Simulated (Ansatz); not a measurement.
# SiO2 with two functionals, isotropic strain +1.37 %

Start from SiO2 (space group P3_121, No. 152; a = 5.0204 Å, c = 5.5090 Å).

(Cell as relaxed with PBE.)

Levels (all Ansatz, a quantum-chemistry and plane-wave program, PAW, earlier PAW set): PBE (420 eV, without spin-orbit coupling); r2SCAN (500 eV, no SOC).

Each level relaxes its own structure.

```json
[
 {"base": "volume per atom", "PBE": "13.36 Å³", "r2SCAN": "12.62 Å³"},
 {"base": "lattice parameter a", "PBE": "5.020 Å", "r2SCAN": "4.920 Å"},
 {"base": "band gap", "PBE": "5.68 eV", "r2SCAN": "6.60 eV"}
]
```

One thing is altered: an isotropic linear strain of +1.37 %; the atoms relax in the strained cell.

```csv
quantity,PBE,r2SCAN
gap character,"indirect, M → Γ","indirect, K → Γ"
band gap,5.56 eV,6.46 eV
"pressure (mean of the normal stresses, compression positive)",-12.1 kbar,-14.1 kbar
energy relative to the base (free energy F),+2.0 meV/atom,+2.4 meV/atom
largest internal atomic displacement,0.141 Å,0.096 Å
```

They disagree on the gap character; PBE's band gap lies 0.907 eV below r2SCAN's; PBE's pressure lies 2.0 kbar above r2SCAN's; PBE's energy relative to the base lies 0.4 meV/atom below r2SCAN's; PBE's largest internal atomic displacement lies 0.045 Å above r2SCAN's. Neither level is exact; r2SCAN is the comparison here, not a measurement.

Whether these cells are dynamically stable was not tested.
